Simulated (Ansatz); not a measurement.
Start from MoS₂ in the 2H-MoS2 type structure (space group P6_3/mmc, No. 194; a = 3.109 Å, c = 11.709 Å; layered, stacked along the Cartesian z axis).

Perturbation: every S is replaced by Te, then cell and atoms are relaxed.

Levels (all Ansatz, a first-principles code, PAW): PBEsol-D3(BJ) (420 eV, spin-orbit coupling left out); r2SCAN (500 eV, spin-orbit coupling left out); HSE06 (420 eV, no spin-orbit coupling).

At the geometry relaxed with PBEsol-D3(BJ), these levels gave the following band gaps, in shuffled order: (a) 0.54 eV, (b) 0.80 eV, (c) 0.33 eV.

Q: Match each gap to its level.

A: (a) r2SCAN; (b) HSE06; (c) PBEsol-D3(BJ).

Single points use the geometry relaxed with PBEsol-D3(BJ). HSE06 was sampled on its mesh, a few special points and the semilocal edge points, so its gap is an upper bound. Spin-orbit coupling, missing from the scalar runs, can matter with Te. Stability against distortions was not tested.
